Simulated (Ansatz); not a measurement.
Base system: CdTe in the zinc blende structure (space group F-43m, No. 216; a = 6.4086 Å). Axes: x, y, z lie along the cube axes.

Computed with Ansatz (an electronic-structure program), LDA, PAW, cutoff 420 eV, no spin-orbit coupling.

Before the change:

| Quantity | Value |
|---|---|
| Electron mass | 0.050 mₑ (at Γ) |
| Valley order | Γ 0.61 eV; L along ⟨111⟩ 1.68 eV |

One thing is altered: biaxial strain −1.67 %, plane normal [111], relaxed out of plane (Cartesian); in-plane vectors clamped, the third vector and the atoms free.

Question: Predict the new out-of-plane strain.

Answer: The out-of-plane strain amounts to +1.44 %.

Question: What happens to the electron mass?

Answer: The electron mass goes from 0.050 mₑ (at Γ) to 0.054 mₑ (at Γ).

Question: Predict the new valley order.

Answer: The valley order (the lowest conduction-band minima on the path, energy above the VBM, named in the base's zone) goes from Γ 0.61 eV; L along ⟨111⟩ 1.68 eV to Γ 0.60 eV; L along [1-11] 1.56 eV; L along [111] 1.86 eV.

With Te present, leaving out spin-orbit coupling can change the band edges. The levels and masses belong to the bands next to the band gap. Masses are band curvatures over ±0.01 Å⁻¹ around the edge. No phonon test of stability was made.
